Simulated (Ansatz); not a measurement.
PBE against r2SCAN: Mo, isotropic strain +3.71 %

Base system: Mo in the bcc (W type) structure (space group Im-3m, No. 229; a = 3.1612 Å; relaxed with 0.1 eV smearing).

(Cell as relaxed with PBE.)

Levels (all Ansatz, a first-principles code, PAW, earlier PAW set): PBE (420 eV, no SOC); r2SCAN (500 eV, no SOC).

Each level relaxes its own structure.

```
base                        PBE      r2SCAN
-------------------  ----------  ----------
volume per atom        15.79 Å³    15.65 Å³
lattice parameter a  5.974 bohr  5.955 bohr
band gap                   zero        zero
```

The change: every lattice vector is stretched by 3.71 %, atoms relaxed at fixed cell.

| quantity | PBE | r2SCAN |
|---|---|---|
| pressure | -22.4 GPa | … |
| energy relative to the base (free energy F) | +141 meV/atom | … |
| band gap | zero | … |

Predict the r2SCAN column.


- pressure, r2SCAN: -23.6 GPa
- energy relative to the base (free energy F), r2SCAN: +147 meV/atom
- band gap, r2SCAN: zero

PBE's pressure lies 1.2 GPa above r2SCAN's; PBE's energy relative to the base lies 6.0 meV/atom below r2SCAN's; the two agree on the band gap. Neither level is exact; r2SCAN is the comparison here, not a measurement.

Stability against distortions was not tested. The final runs are not spin-polarised.
